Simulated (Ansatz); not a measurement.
# Effort and miss along a sweep of kpoints.mp_grid.grid: SrAs2Cu4 (R-3m, 7 atoms in the cell)

Cell: a = 8.1853 Å, b = 8.1853 Å, c = 8.1853 Å, α = 29.75°, β = 29.75°, γ = 29.75°.

Computed with r2SCAN, default PAW files made with PBE (plane waves; Ansatz, an electronic-structure program).

Base settings: kpoints.mp_grid.grid = 5 5 5; kpoints.mp_grid.shift = 0.5 0.5 0.5; hamiltonian.xc = r2scan; hamiltonian.pseudopotentials = {kind: paw} (the program's default PAW files); scf.occupations.method = cold; scf.occupations.width = 0.0073 Ry.

Misses are taken against the tightest run, 14 14 14, which need not be fully converged itself. The energy is the free energy per atom.

The count of work is k-points × plane waves × bands × iterations; it is no time, and leaves out set-up, grids and terms that scale otherwise. Core times come from one kind of shared machine and are given to one figure; runs under 30 s give none.

The starting cell comes from a database of published, mostly measured structures (it also holds non-ambient and calculated ones), without a prior relaxation at this level. Spin polarisation is off. Ansatz's pressure includes its estimate of the finite-basis (Pulay) stress. The run gives no clean gap (levels at the Fermi energy touch, overlap or are partly filled at this smearing), which alone does not show that the compound is a metal.

```csv
kpoints.mp_grid.grid,energy less reference (meV/atom),pressure less reference (GPa),largest difference in the force on any atom (eV/Å),count of work / reference,core time / reference (rough)
1 1 1,2285.98,19.58,4.020,0.0054,–
2 2 2,267.51,0.19,0.812,0.011,–
3 3 3,81.04,-0.83,0.430,0.024,–
4 4 4,19.91,-0.37,0.192,0.036,–
5 5 5,8.14,-0.17,0.092,0.075,0.09
6 6 6,3.75,-0.06,0.049,0.10,0.1
7 7 7,0.39,-0.19,0.038,0.14,0.2
9 9 9,-0.24,-0.09,0.012,0.30,0.3
10 10 10,-0.57,-0.08,0.007,0.39,0.4
12 12 12,-0.32,-0.03,0.004,0.65,0.6
14 14 14,0.00,0.00,0.000,1.0,1
```

Coarsest setting among those run that, with all tighter ones, holds the energy within 5 meV/atom of the reference: 6 6 6, off by 3.7 meV/atom; it needs 0.10 of the reference's count of work and about 0.1 of the reference's time.

Coarsest setting among those run that, with all tighter ones, holds the energy within 1 meV/atom of the reference: 7 7 7, off by 0.39 meV/atom; it needs 0.14 of the reference's count of work and about 0.2 of the reference's time.

Smallest miss in the energy for at most 0.05 times the reference's count of work: 4 4 4, with a miss of 20 meV/atom at a count of 0.036.

The step from 5 5 5 to 10 10 10: it takes the miss in the energy from 8.1 to 0.57 meV/atom, for 5.3 times the count of work and roughly 4 times the time.

Keys are those of Ansatz 0.2.
